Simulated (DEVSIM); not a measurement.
Device: Schottky contact on n-type GaN, at 300 K.

Layer 1 from the left is GaN, thickness (μm) 1.90, Nd (cm⁻³) 2e15, τn (s) 5.3e-10, τp (s) 5.3e-10.

Left contact: Schottky, work function 5.6 eV, emission velocity 8.3e6 cm/s. Right contact: ohmic. Voltage is applied to the left contact. Recombination: SRH at mid-gap, radiative, Auger. Mobility is constant in doping.

Constants are typed, rounded textbook-type inputs, not results; the design itself was drawn at random and stands for no fabricated device. Values at 300 K.

GaN: gap (eV) 3.43, affinity (eV) 4.1, permittivity 9.5, Nc (cm⁻³) 2.3e18, Nv (cm⁻³) 4.6e19, μn (cm²/Vs) 1200, μp (cm²/Vs) 100, B (cm³/s) 1e-11, Cn (cm⁶/s) 1e-30, Cp (cm⁶/s) 1e-30.

Model (solved in DEVSIM): 1D drift-diffusion, Boltzmann statistics, complete ionisation; no tunnelling, impact ionisation, image-force lowering or self-heating. Metal contacts follow the ideal Schottky-Mott rule: no Fermi-level pinning, no interface dipoles.

Dark forward current:

| |V| (V) | |J| (A/cm²) |
|---|---|
| 0.35 | 1.162e-13 |
| 0.40 | 7.994e-13 |
| 0.45 | 5.495e-12 |
| 0.50 | 3.775e-11 |
| 0.55 | 2.591e-10 |
| 0.60 | 1.778e-9 |
| 0.65 | 1.218e-8 |
| 0.70 | 8.340e-8 |
| 0.75 | 5.702e-7 |
| 0.80 | 3.891e-6 |
| 0.85 | 2.650e-5 |
| 0.90 | 0.0001800 |
| 0.95 | 0.001217 |
| 1.00 | 0.008189 |
| 1.05 | 0.05459 |
| 1.10 | 0.3572 |
| 1.15 | 2.220 |
| 1.20 | 11.61 |
| 1.25 | 41.15 |
| 1.30 | 94.81 |
| 1.35 | 165.1 |
| 1.40 | 245.0 |
| 1.45 | 330.8 |
| 1.50 | 420.5 |
| 1.55 | 512.7 |
| 1.60 | 606.8 |

Work out the local ideality factor n = ΔV / (kT/q · ln(J2/J1)) between the rows 0.35 and 0.40 V, 1.55 and 1.60 V.

kT/q = 25.85 mV. From 0.35 to 0.40 V: ln(7.994e-13/1.162e-13) = 1.929, n = 1.00, near the 1 of diffusion or emission over a barrier. From 1.55 to 1.60 V: ln(606.8/512.7) = 0.169, n = 11.48; the layers' resistance at their doping, Σ W/(qμN) = 0.00049 Ω cm², would take 46 mV of this step of 50 mV.

Estimate the current at 0.75 V for emission alone, J0 = q v N_band exp(−φB/kT), and read the barrier back from the simulated current.

φB = 1.500 eV, N_band = 2.30e18 cm⁻³, J0 = 1.93e-19 A/cm²; J = J0 (exp(qV/kT) − 1) = 7.68e-7 A/cm². The simulation gives 5.70e-7 A/cm²; the estimate lies 35 % above. Read backwards, the simulated current gives an apparent barrier of 1.508 eV. The estimate leaves out transport through the depletion region and minority injection.
